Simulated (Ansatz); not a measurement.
Defect migration in fcc Cu: Ta-vacancy pair (Ta on one host Cu site, one Cu site vacant), neutral cell. Level of theory: PBE, PAW (plane waves to 420 eV; Ansatz, an electronic-structure program).

Settings: 32 host sites, the relaxed PBE lattice, a 3×3×3 k-point mesh shifted by half a step, smearing 0.10 eV, spin-restricted, no image-charge correction. Static, classical nuclei. Spin-orbit coupling is left out. Forms of the defect that were not tried may lie lower. The start lies 0.032 eV above the lowest site run (PBE).

Barriers: single points on a 5×5×5 k-point mesh shifted by half a step at the bands' geometries.

The step: a nearby Cu atom hops onto the vacant site (Ta-vacancy distance between ideal sites 5.13 → 4.45 Å); the atom moves 2.53 Å along (0.50, 0.00, 0.49) of the unit cell; the moving atom starts with neighbours 4 Cu at 2.52, Cu at 2.55, 4 Cu at 2.56, 2 Cu at 2.59 Å and ends with 2 Cu at 2.50, 4 Cu at 2.53, Cu at 2.56, 3 Cu at 2.57, Cu at 2.58 Å.

Give the migration barrier of this step at the level PBE, PAW.

0.82 eV forward and 0.85 eV backward. At the saddle the moving atom has neighbours 4 Cu at 2.35, Cu at 2.74, Cu at 2.75, 2 Cu at 2.85 Å. The saddle point's order was not checked, and it lies on a symmetry element of the cell, where a band can be held.
